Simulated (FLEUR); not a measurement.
Worked example: self-consistent single point of LaIn (Cm, 2 atoms in the cell) in FLEUR.

Method of the run: PBEsol, all-electron FLAPW (FLEUR), scalar-relativistic valence run with FLEUR.

The change in words: lattice scaled by 0.98. Reference geometry:
```xyz
2
Lattice="3.9541 0.0000 0.0000 0.0000 3.9541 0.0000 0.0000 0.0000 3.9541" Properties=species:S:1:pos:R:3 pbc="T T T"
La     1.9881     1.9661     1.9952
In    -0.0111     0.0109    -0.0182
```

Reference input (self-consistent single point, DFT, PBEsol, all-electron FLAPW (FLEUR), scalar-relativistic valence): Kmax = 3.8 1/bohr; GmaxXC = 15.2 1/bohr; xcFunctional = PBEs; jspins = 1; l_soc = F; mode = hist; fermiSmearingEnergy = 0.00367493 Htr; mesh (inpgen div1-3) = 6 6 6; inpgen gamma flag = true; Gmax = 15.2 1/bohr; numbands = 0; maxIterBroyd = 15. This run's input differs from it in these lines:

```diff
@@ -3,5 +3,5 @@
 &input film=f /
-7.4721282749 0.0000000000 0.0000000000
-0.0000000000 7.4721282749 0.0000000000
-0.0000000000 0.0000000000 7.4721282749
+7.3226849535 0.0000000000 0.0000000000
+0.0000000000 7.3226849535 0.0000000000
+0.0000000000 0.0000000000 7.3226849535
 1.0
@@ -44,5 +44,5 @@
          <bravaisMatrix>
-            <row-1>    7.4721282749000002     0.0000000000000000     0.0000000000000000</row-1>
-            <row-2>    0.0000000000000000     7.4721282749000002     0.0000000000000000</row-2>
-            <row-3>    0.0000000000000000     0.0000000000000000     7.4721282749000002</row-3>
+            <row-1>    7.3226849534999996     0.0000000000000000     0.0000000000000000</row-1>
+            <row-2>    0.0000000000000000     7.3226849534999996     0.0000000000000000</row-2>
+            <row-3>    0.0000000000000000     0.0000000000000000     7.3226849534999996</row-3>
          </bravaisMatrix>
```

The program printed (abridged):

```
 Iteration:     1   Distance:       4.09681793 me/bohr^3
 Iteration:     2   Distance:       3.76230630 me/bohr^3
 Iteration:     3   Distance:       2.20094540 me/bohr^3
 Iteration:     4   Distance:       0.65240033 me/bohr^3
 Iteration:     5   Distance:       0.31365426 me/bohr^3
   [... 6 lines left out ...]
 Iteration:    12   Distance:       0.00020405 me/bohr^3
 Iteration:    13   Distance:       0.00019601 me/bohr^3
 Iteration:    14   Distance:       0.00003907 me/bohr^3
 Iteration:    15   Distance:       0.00000455 me/bohr^3
 Reset of history
 Run finished successfully
 Stop message:
   Structural relaxation: new displacements generated

[file out, last iteration]
             iter=     16
[...]
          total density-effective poten   -2.4039066502E+04
          total charge density-energy d   -3.5822847057E+02
 Updated energy parameters for spin:           1
[...]
 fermi energy and band-weighting factors:
    0.430103    0.430108    0.437822

[...]
FERMIE:
          first approx. to ef    (T=0)  :   0.362246 htr   (energy of the highest occ. eigenvalue)
          number of occ. states  (T=0)  :       1345
          first approx. to seigv (T=0)  :  -3.088431 htr
          sum of weights of occ. states :  12.004630
          sum of semicore charge        :   0.000000 e
FERHIS:  Fermi-Energy by histogram:
          bandgap                     :   0.000022 htr
   [... lines left out ...]
          charge neutrality (T=0)     :   0.009259    (zero if the highest occ. eigenvalue is "entirely" occupied)
     EF_NEWTON:  Adjust Fermi-Energy by Newton-Method.
 Direct bandgap for spin            1 :    1.7135738828839175E-002  Htr
 ---->    free energy=                    -14375.0763067626 htr
   [... lines left out ...]
      extrapolation for T->0
 ---->    total electron energy=          -14375.0754404304 htr
 ***** TOTAL FORCES ON ATOMS *****
 TOTAL FORCE FOR ATOM TYPE=  1  X= -3.641   Y=  3.641   Z= -3.628
                       FX_TOT=-0.001128 FY_TOT= 0.001113 FZ_TOT=-0.001850
 TOTAL FORCE FOR ATOM TYPE=  2  X= -0.021   Y=  0.020   Z= -0.034
                       FX_TOT= 0.001131 FY_TOT=-0.001116 FZ_TOT= 0.001856
```

The run converged in 15 iterations. FLEUR gives forces in its relaxation mode, with a further iteration, so its stop message speaks of a relaxation. Against the reference run the free energy drops by 6.5 meV/atom and the largest force goes from 0.100 to 0.126 eV/Å.

The starting cell comes from a database of computed structures (which also holds hypothetical and non-ambient phases and stackings), without a prior relaxation at this level. Its atoms were displaced at random from the sites of space group no. 221. For this run, on top of that: lattice scaled by 0.98. Values depend on the basis (sphere radii, cutoffs, local orbitals), which need not be converged. The log's line on a gap gives a spacing of levels on this mesh, which the program prints for metals too.

Cost on one core of a shared machine: roughly 7 min.
